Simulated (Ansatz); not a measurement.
## The (0001) surface of hcp Be in its 1x1 cell, outermost plane spacing 1.78 Å in the ideal cut

Computed with PBE (plane waves to 420 eV, PAW; Ansatz, a first-principles code).

Set-up: 9 atoms, 14.3 Å thick at the start; mesh 19x19x1; 0.1 eV smearing; dipole correction on; all atoms relaxed; held to the start's symmetry, so lower structures may exist; no spin, no spin-orbit, no U.

The surface energy (mean of both faces) comes out as 1.82 J/m² and the surface energy before relaxation is 1.84 J/m². The work function of the top face is 5.31 eV and the energy released by relaxation comes out as 0.010 eV. The cost is roughly 16 core-seconds.
